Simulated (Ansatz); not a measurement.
**C: response to strain**

Base system: C in the diamond structure (space group Fd-3m, No. 227; a = 3.554 Å). Axes: x, y, z lie along the cube axes.

Strains are applied to the cell and any free atomic positions relax.

All numbers come from Kohn–Sham DFT with the PBEsol functional, run in Ansatz (a first-principles code) with PAW and 420 eV plane waves, no spin-orbit coupling.

Candidates:
(a) uniaxial strain ε_zz = −3.00 %
(b) uniaxial strain ε_zz = −2.50 %
(c) uniaxial strain ε_zz = +3.00 %

Notes on the quantities. energy relative to the base: free energy F.

Question: Order them by energy relative to the base, lowest first.

Answer: (b) uniaxial strain ε_zz = −2.50 % (+12 meV/atom), (c) uniaxial strain ε_zz = +3.00 % (+16 meV/atom), (a) uniaxial strain ε_zz = −3.00 % (+17 meV/atom)

Whether these cells are dynamically stable was not tested.
